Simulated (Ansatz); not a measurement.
Cubic perovskite BaZrO3, treated with HSE06 (Ansatz, an electronic-structure program, plane waves, PAW).

Numerical settings: plane-wave cutoff 500 eV, 6×6×6 k mesh, gaussian smearing 0.02 eV, scalar-relativistic PAW data made under PBE.

Computed at the level's own relaxed cell.

**Question.** What does this level give for the equilibrium volume per atom, equilibrium lattice constant a and band gap?

**Answer.** 
equilibrium volume per atom: 14.73 Å³/atom
equilibrium lattice constant a: 4.192 Å
band gap: 4.72 eV (on the SCF k mesh)

Measured, for comparison: band gap 5.3 eV (temperature not stated, no zero-point or thermal correction, first of three measured values (5.3, 4.86, 4.8), our sources range from 4.86 to 5.30; as tabulated in Lindman et al. (2015), arXiv:1503.06612); equilibrium volume per atom 14.72 Å³/atom, lattice constant a 4.191 Å (temperature not stated, no zero-point or thermal correction; as tabulated in Evaestov et al. (2010), arXiv:1010.1170). Computed (rounded) less measured: equilibrium volume per atom +0.1 %, lattice constant a 0.0 %.

Spin–orbit coupling is not included.

The computed numbers hold no vibrational or temperature effects.

It cost roughly 8 core-minutes of CPU time.
